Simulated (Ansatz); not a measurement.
Base system: GaSb in the zinc blende structure (space group F-43m, No. 216; a = 6.132 Å).

Perturbation: a hydrostatic pressure of 1.8 GPa.

Levels (all Ansatz, a first-principles code, PAW): r2SCAN (500 eV, without spin-orbit coupling); HSE06+SOC (420 eV, noncollinear with spin-orbit coupling).

The geometry is relaxed with r2SCAN.

| Quantity | Result |
|---|---|
| r2SCAN valence-band top at Γ | 0.00, 0.00, 0.00 eV |
| r2SCAN band gap | 0.65 eV |

Question: Predict the valence-band top at Γ and band gap from HSE06+SOC.

Answer: The valence-band top at Γ (three highest Kramers pairs, from the VBM) changes from 0.00, 0.00, 0.00 eV to 0.00, 0.00, -0.78 eV; the band gap increases by 0.13 eV to 0.78 eV. The threefold valence maximum splits by Δso ≈ 0.78 eV.

Single points use the geometry relaxed with r2SCAN. Their cutoffs differ, which shifts pressures a little. The spin-orbit shifts are approximate. Spin-orbit coupling, missing from the scalar runs, can matter with Sb. Load acts through the strain it causes; cell and atoms are relaxed under it. No phonon test of stability was made.
